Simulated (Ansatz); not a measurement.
**Fermi-surface data of Mo under load (space group Im-3m)**

Input:

```
Mo
1.0
   -1.54748     1.54748     1.54748
    1.54748    -1.54748     1.54748
    1.54748     1.54748    -1.54748
Mo
1
Direct
  0.00000   0.00000   0.00000
```

The numbers are results of PBEsol, rigid bands (plane waves, PAW, scalar-relativistic; Ansatz, a quantum-chemistry and plane-wave program), not measurements. Condition of this run: hydrostatic pressure 10 GPa (the target of the relaxation). Cell: cell and atoms relaxed with PBEsol, then loaded as said.

```yaml
density of states at the Fermi level: 0.574 states/(eV·cell), both spins
bare Sommerfeld coefficient: 1.35 mJ/(mol of atoms·K²)
drude_plasma_energy: 9.2 eV
root-mean-square Fermi velocity: 9.1e5 m/s
resistivity times τ: 5.8 ×10⁻²² Ω·m·s
resistivity_times_mean_free_path: 5.7 ×10⁻¹⁶ Ω·m²
```

A metal at this level (no band gap); rigid bands, thermally averaged at 300 K, both spins. Spin-orbit coupling is left out. τ is one relaxation time for all states; the product of resistivity and mean free path takes one path for all states instead.
